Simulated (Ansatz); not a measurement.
The starting structures come from a database of crystals and need not be the phases stable at ambient conditions.

 Where the default PAW files enter, the runs use the earlier of Ansatz's two default sets.

Evanescent states of BeTe (P6_3mc, wurtzite, not sure to be the ambient phase, 4 atoms a cell, 22.8 Å³ an atom) along the normal of (111)

Method: r2SCAN (plane waves, PAW; Ansatz, a quantum-chemistry and plane-wave program).

The gap is the functional's own, uncorrected, and κ follows it; spin-orbit coupling is left out. Mid-gap values are interpolated between the computed energies.

Energies count from the valence-band top; κ is the least over a 6×6 mesh across the current.

```
E (eV)  κ (1/Å)  where
------  -------  -----
0.07      0.054      Γ
0.20      0.091      Γ
0.33      0.115      Γ
0.46      0.133      Γ
0.58      0.147      Γ
0.71      0.159      Γ
0.84      0.169      Γ
0.97      0.178      Γ
1.10      0.185      Γ
1.24      0.192      Γ
1.36      0.197      Γ
1.50      0.193  off Γ
1.62      0.183  off Γ
1.75      0.172  off Γ
1.89      0.160  off Γ
2.02      0.145  off Γ
2.15      0.129  off Γ
2.27      0.109  off Γ
2.40      0.084  off Γ
2.54      0.045  off Γ
```

Problem. How thick must the barrier be to attenuate the transmission by 10^6 when the electrodes' Fermi level lies at 1.36 eV, and what attenuation does that film give at 2.02 eV?

Solution. d = 6 ln 10 / (2 × 0.197) = 35.1 Å. At 2.02 eV it gives 6 × 0.145/0.197 = 4.4 decades.
